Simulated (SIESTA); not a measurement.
Input and output of a self-consistent single point for Nb2AsC (P6_3/mmc, 8 atoms in the cell) (SIESTA).

Computed with GGA PBEsol, numerical atomic orbitals DZP, PseudoDojo PBEsol standard norm-conserving potentials (rewritten from UPF to PSML) (SIESTA).

```
CELL_PARAMETERS angstrom
      3.32535     0.00000     0.00000
     -1.66267     2.87983     0.00000
      0.00000     0.00000    11.81861
ATOMIC_POSITIONS crystal
  Nb 0.33333 0.66667 0.40533
  Nb 0.66667 0.33333 0.59467
  Nb 0.66667 0.33333 0.90533
  Nb 0.33333 0.66667 0.09467
  As 0.66667 0.33333 0.25000
  As 0.33333 0.66667 0.75000
  C  0.00000 0.00000 0.50000
  C  0.00000 0.00000 0.00000
```

Reference input (self-consistent single point, DFT, LDA PW92, numerical atomic orbitals DZP, PseudoDojo LDA standard norm-conserving potentials (rewritten from UPF to PSML)): XC.functional = LDA; XC.authors = PW92; potentials = PseudoDojo LDA standard; PAO.BasisSize = DZP; PAO.EnergyShift = 0.01 Ry; MeshCutoff = 400 Ry; kgrid.MonkhorstPack = 8 8 2; OccupationFunction = FD; ElectronicTemperature = 0.1 eV; MaxSCFIterations = 150; SCF.Mixer.Method = Broyden; SCF.Mixer.Weight = 0.25. This run's input differs from it in these lines:

```diff
@@ -1,2 +1,2 @@
-# files in the folder: Nb.psml As.psml C.psml (PseudoDojo LDA standard)
+# files in the folder: Nb.psml As.psml C.psml (PseudoDojo PBEsol standard)
 SystemName  Nb2AsC
@@ -29,4 +29,4 @@
 
-XC.functional                LDA
-XC.authors                   PW92
+XC.functional                GGA
+XC.authors                   PBEsol
 PAO.BasisSize                DZP
```

Output, abridged:

```
        iscf     Eharris(eV)        E_KS(eV)     FreeEng(eV)     dDmax    Ef(eV) dHmax(eV)
   scf:    1   -12771.102109   -12843.270530   -12843.357694  0.639174 -2.209729 11.164865
   scf:    2   -12878.123656   -12866.402979   -12866.498788  0.278475 -2.827669  3.334450
   scf:    3   -12868.057413   -12867.581068   -12867.688162  0.120277 -3.166584  1.706137
   scf:    4   -12867.765241   -12867.679627   -12867.786936  0.035870 -3.239135  0.983830
   scf:    5   -12867.780705   -12867.740749   -12867.849559  0.054768 -3.381678  0.090598
   [... 4 lines left out ...]
   scf:   10   -12867.741587   -12867.741592   -12867.850296  0.000089 -3.390869  0.001099
   scf:   11   -12867.741592   -12867.741592   -12867.850296  0.000036 -3.390877  0.002804
   scf:   12   -12867.741591   -12867.741592   -12867.850296  0.000040 -3.390889  0.001978
   scf:   13   -12867.741592   -12867.741592   -12867.850296  0.000024 -3.390898  0.000615
SCF Convergence by DM+H criterion
max |DM_out - DM_in|         :     0.0000236248
max |H_out - H_in|      (eV) :     0.0006147277
SCF cycle converged after 13 iterations

Using DM_out to compute the final energy and forces

siesta: E_KS(eV) =           -12867.7416

siesta: E_KS - E_eggbox =    -12867.7416

siesta: Atomic forces (eV/Ang):
     1    0.000090   -0.000052    0.318061
     2   -0.000090    0.000052   -0.318061
     3   -0.000090    0.000052    0.318054
     4    0.000090   -0.000052   -0.318053
     5   -0.000156    0.000091   -0.000154
     6    0.000156   -0.000091    0.000154
     7    0.000000    0.000000   -0.000001
     8    0.000000   -0.000000    0.000001
   Tot   -0.000000    0.000000    0.000000
   Max    0.318061
   Res    0.129846    sqrt( Sum f_i^2 / 3N )
   Max    0.318061    constrained

   [... lines left out ...]
siesta: FreeEng =    -12867.850296
   [... lines left out ...]
siesta:     0.006869    0.000164    0.000000
siesta:     0.000164    0.007058   -0.000000
siesta:    -0.000000    0.000000   -0.018422

siesta: Cell volume =        113.180224 Ang**3

siesta: Pressure (static):
siesta:                Solid            Molecule  Units
siesta:           0.00001632         -0.00005860  Ry/Bohr**3
siesta:           0.00149836         -0.00538049  eV/Ang**3
siesta:           2.40063508         -8.62050198  kBar
```

The run converged in 13 iterations. Against the reference run the pressure goes from -3.47 to 0.24 GPa and the largest force goes from 0.387 to 0.318 eV/Å.

The starting cell comes from a database of computed structures (which also holds hypothetical and non-ambient phases and stackings), without a prior relaxation at this level. Its lattice was rescaled by a random factor within 2.5 % of one. Spin polarisation is off. Values carry the incompleteness of an atom-centred basis.

Cost on one core of a shared machine: roughly 60 s.
